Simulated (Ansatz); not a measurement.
**What Cu on a Ni site, symmetric start does to Ni**

The reference is a 27-atom supercell of Ni in the fcc (Cu type) structure (space group Fm-3m, No. 225; a = 3.463 Å; ferromagnetic) at its relaxed geometry.

One thing is altered: a neutral Cu on a Ni site, symmetric start, atoms relaxed at fixed cell.

Method: PBEsol (Ansatz, a quantum-chemistry and plane-wave program, PAW, no SOC). Γ-centred 6×6×6 mesh, Fermi–Dirac width 0.05 eV.

The pressure goes from zero to 0.7 GPa and the total moment of the cell falls by 1.0 μB to 15.6 μB. The energy gained by relaxation is 0.01 eV and the largest displacement of a host atom from its site in the perfect cell is 0.01 Å. The mean distance from the defect site to its nearest host atoms is nearly the same (2.45 Å against 2.46 Å).

Cost of the whole job for the changed cell (relaxation, final SCF and bands): around 12 core-minutes (rough).

The magnetic state is the one reached from the starting moments; the real material's order can differ, and small cells can't hold many antiferromagnetic ones. The cell is small, so the values are those of an ordered compound at a high defect concentration; dilute-limit values will differ. The defect started on the symmetric site and kept its symmetry, so it may sit on a saddle. The defect cell is spin-polarised and ends with 15.6 μB, a fractional moment that hangs on the mesh and smearing.
